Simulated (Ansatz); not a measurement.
## Evanescent states of VBiO₄ (I4_1/a, 12 atoms a cell, 12.7 Å³ an atom) along the normal of (001)

Method: r2SCAN (plane waves, PAW; Ansatz, a first-principles code).

No gap correction and no spin-orbit coupling; mid-gap is the computed energy nearest the middle.

Energies count from the valence-band top; κ is the least over a 6×6 mesh across the current.

```
E (eV)  κ (1/Å)  where
------  -------  -----
0.06      0.149  off Γ
0.18      0.248  off Γ
0.30      0.311  off Γ
0.42      0.339  off Γ
0.54      0.357  off Γ
0.66      0.371  off Γ
0.78      0.384  off Γ
0.90      0.389      Γ
1.02      0.390      Γ
1.14      0.389      Γ
1.26      0.387      Γ
1.38      0.384      Γ
1.50      0.380      Γ
1.62      0.375      Γ
1.74      0.368      Γ
1.86      0.359      Γ
1.98      0.348      Γ
2.10      0.334      Γ
2.22      0.317      Γ
```

Question: How thick must the barrier be to attenuate the transmission by 10^4 when the electrodes' Fermi level lies at 0.66 eV, and what attenuation does that film give at 2.22 eV?

Answer: d = 4 ln 10 / (2 × 0.371) = 12.4 Å. At 2.22 eV it gives 4 × 0.317/0.371 = 3.4 decades.
